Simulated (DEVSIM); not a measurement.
Device: Al/SiO2/p-Si capacitor, at 300 K.

| layer (left to right) | material | thickness (nm) | Na (cm⁻³) |
|---|---|---|---|
| 1 | SiO2 | 6.20 | - |
| 2 | Si | 3900 | 2.2e16 |

Metal gate on the left, work function 4.1 eV. Fixed charge at the semiconductor interface 1.2e10 cm⁻² (in units of +e); interface traps 2.6e10 cm⁻² eV⁻¹, uniform in energy, neutral level at 0.5 of the gap above the valence band.

Constants are typed, rounded textbook-type inputs, not results; the design itself was drawn at random and stands for no fabricated device. Values at 300 K.

| parameter | SiO2 | Si |
|---|---|---|
| gap (eV) | 9 | 1.124 |
| affinity (eV) | 0.9 | 4.05 |
| permittivity | 3.9 | 11.7 |
| Nc (cm⁻³) | - | 2.86e19 |
| Nv (cm⁻³) | - | 3.1e19 |

Simulated with DEVSIM: 1D Poisson equation in equilibrium, Boltzmann statistics, complete ionisation; no quantum confinement or tunnelling. Metal contacts follow the ideal Schottky-Mott rule: no Fermi-level pinning, no interface dipoles.

The interface trap density was swept, all else fixed.

```csv
interface trap density (cm^-2 eV^-1),threshold voltage (band bending 2φF) (V),minimum of the low-frequency capacitance (μF/cm²),flat-band voltage (V)
0,-0.01,0.0504,-0.89
1e10,0.00,0.0517,-0.89
2.6e10,0.00,0.0538,-0.89
1e11,0.00,0.0632,-0.90
3e11,0.03,0.0871,-0.92
1e12,0.10,0.156,-1.00
2e12,0.21,0.225,-1.11
```

From the first row to the last the threshold voltage (band bending 2φF) goes from -0.01 to 0.21. From the first row to the last the minimum of the low-frequency capacitance goes from 0.0504 to 0.225.
